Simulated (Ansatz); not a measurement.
Response to strain in MgS

Take MgS in the rock salt structure (space group Fm-3m, No. 225; a = 5.203 Å) as the base.

Strains are applied to the cell and any free atomic positions relax.

All numbers come from plane-wave PAW DFT at the r2SCAN level (Ansatz, an electronic-structure program, 500 eV), spin-orbit coupling left out.

Notes on the quantities. energy relative to the base: free energy F.

| isotropic strain (%) | energy relative to the base (meV/atom) |
|---|---|
| -3 | 39.0 |
| -2.5 | ? |
| -2 | 16.8 |
| -1.5 | 9.3 |
| -1 | 4.1 |
| -0.5 | 1.0 |
| 0 | 0.0 |

### Question
Fit ΔE = Aε² + Bε³ (ε in %) to the rows shown and predict the withheld row.

### Answer
Least squares on the printed values gives A = 3.94 and B = -0.13 meV/atom (largest residual 0.0 meV/atom); this predicts 26.7 meV/atom, and the run gives 26.6 meV/atom, in agreement.

No phonon test of stability was made.
